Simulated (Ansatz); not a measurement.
Bi4Ge3O12 (I-43d, No. 220) was calculated with PBEsol-D3(BJ) (PAW; Ansatz, an electronic-structure program).

Run with plane-wave cutoff 520 eV, 6×6×6 k mesh, Fermi–Dirac smearing 0.01 eV, scalar-relativistic PAW data made under PBE.

Computed points:

```tsv
V (Å³/atom)	E − E_lowest (meV/atom)
14.152	4.97
14.447	1.20
14.742	0.00
15.037	1.11
15.332	4.26
```

Question: What bulk modulus B0 and pressure derivative B′ does a third-order Birch–Murnaghan fit give?

Answer: V0 = 14.742 Å³/atom, B0 = 62.4 GPa, B′ = 4.8 (fit to the energies at full precision).

Spin–orbit coupling is not included; it can shift volumes and moduli of such heavy elements.

The computed numbers hold no vibrational or temperature effects.
